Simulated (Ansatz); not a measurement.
# CdTe: response to strain

Consider CdTe in the zinc blende structure (space group F-43m, No. 216).

```cif
data_CdTe
_chemical_formula_sum 'Cd1 Te1'
_space_group_name_H-M_alt 'P 1'
_space_group_IT_number 1
_cell_length_a 4.58821
_cell_length_b 4.58821
_cell_length_c 4.58821
_cell_angle_alpha 60.000
_cell_angle_beta 60.000
_cell_angle_gamma 60.000
loop_
_space_group_symop_operation_xyz
  'x, y, z'
loop_
_atom_site_label
_atom_site_type_symbol
_atom_site_fract_x
_atom_site_fract_y
_atom_site_fract_z
_atom_site_occupancy
Cd1 Cd 0.00000 0.00000 0.00000 1
Te1 Te 0.25000 0.25000 0.25000 1
```

Strains are applied to the cell and any free atomic positions relax.

Method: Ansatz (a quantum-chemistry and plane-wave program), PBEsol, PAW, cutoff 420 eV, no spin-orbit coupling.

```csv
isotropic strain (%),band gap (eV)
-2.5,0.87
-2,0.83
-1,0.74
0,0.65
0.5,0.61
1,0.56
2,?
2.5,0.44
3,0.40
```

### Question
Fit E_g = E₀ + Dε (ε in %) to the rows shown and predict the withheld row.

### Answer
Least squares on the printed values gives E₀ = 0.65 eV, D = -86.1 meV per % of strain (largest residual 0.01 eV); this predicts 0.48 eV, and the run gives 0.48 eV, in agreement.

Spin-orbit coupling, missing from the scalar runs, can matter with Te. Stability against distortions was not tested.
